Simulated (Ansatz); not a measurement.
A self-consistent single point of Hf (Fm-3m, 1 atom in the cell) with Ansatz (a quantum-chemistry and plane-wave program).

Method of the run: LDA (PW92), harder PAW files (source: ansatz) made with PBE (plane waves; Ansatz).

```
CELL_PARAMETERS angstrom
      0.00000     2.24644     2.24644
      2.24644     0.00000     2.24644
      2.24644     2.24644     0.00000
ATOMIC_POSITIONS crystal
  Hf 0.00000 0.00000 0.00000
```

Reference input (self-consistent single point, DFT, LDA (PW92), plane waves, default PAW files made with PBE): basis.ecutwfc = 420 eV; kpoints.mp_grid.grid = 13 13 13; hamiltonian.xc = lda; hamiltonian.pseudopotentials = {kind: paw} (the program's default PAW files); scf.occupations.method = fermi_dirac; scf.occupations.width = 0.1 eV. This run's input differs from it in these lines:

Ansatz 0.2 input:
```diff
@@ -8,3 +8,3 @@
 basis:
-  ecutwfc: 420.0
+  ecutwfc: 625.0
 kpoints:
@@ -16,2 +16,3 @@
     kind: paw
+    source: ansatz
 scf:
```

Log, with long lists cut:

```
SCF iter   1: F=—  HF=-15491.950656 eV  |F-HF|=—  |Δ(HF+E_count)|=         —  Δρ=3.02e-2  dr2=2.60e-1  ethr=3.10e-3  ⟨swp⟩=4.8  Hψ=5821  notcnv=0
all-band conjugate gradients solve this SCF's bands
preconditioner: auto → none
SCF iter   2: F=—  HF=-15491.888331 eV  |F-HF|=—  |Δ(HF+E_count)|=   6.23e-2  Δρ=1.88e-2  dr2=9.52e-2  ethr=9.98e-4  ⟨swp⟩=3.0  Hψ=3120  notcnv=0
   [... lines left out ...]
SCF iter   5: F=—  HF=-15491.848036 eV  |F-HF|=—  |Δ(HF+E_count)|=   4.13e-4  Δρ=8.76e-4  dr2=1.41e-4  ethr=4.20e-7  ⟨swp⟩=2.0  Hψ=2667  notcnv=0
SCF iter   6: F=—  HF=-15491.848004 eV  |F-HF|=—  |Δ(HF+E_count)|=   3.14e-5  Δρ=1.66e-4  dr2=4.22e-6  ethr=4.20e-7  ⟨swp⟩=2.1  Hψ=2388  notcnv=0
SCF iter   7: F=—  HF=-15491.848011 eV  |F-HF|=—  |Δ(HF+E_count)|=   6.36e-6  Δρ=7.15e-6  dr2=5.21e-9  ethr=3.85e-10  ⟨swp⟩=5.3  Hψ=8224  notcnv=0
SCF iter   8: F=-15491.848011 eV  HF=-15491.848011 eV  |F-HF|=3.64e-12  |Δ(HF+E_count)|=   2.01e-9  Δρ=2.50e-7  dr2=1.03e-11  ethr=2.00e-11  ⟨swp⟩=2.0  Hψ=5067  notcnv=0
SCF 1 converged in 8 iterations: F = -15491.848011 eV  dr2 = 1.03e-11
Free energy (F): -15491.848011 eV
Internal energy: -15491.797922 eV  (E = F + TS)
E sigma→0 (E₀):  -15491.822966 eV
Entropy (-TS):   -0.050089 eV (-50.089 meV/atom)
Fermi energy:    17.621911 eV
--- Forces (eV/Å), atoms counted from 1 ---
  atom   1  Hf     0.00000000     0.00000000     0.00000000
--- Stress (GPa, compression-positive) ---
       -8.595381       0.000000      -0.000000
        0.000000      -8.595381       0.000000
        0.000000      -0.000000      -8.595381
  P = ⅓ Tr σ = -8.5954 GPa (-85.954 kbar)
  The stress holds the Pulay correction. Without it, at fixed plane waves, as pw.x and ABINIT print it: P = -8.6022 GPa
```

The run converged in 8 iterations. Against the reference run the pressure moves little (-8.63 to -8.60 GPa).

The starting cell comes from a database of computed structures (which also holds hypothetical and non-ambient phases and stackings), without a prior relaxation at this level. Its lattice was rescaled by up to half a per cent. Ansatz's pressure includes its estimate of the finite-basis (Pulay) stress.
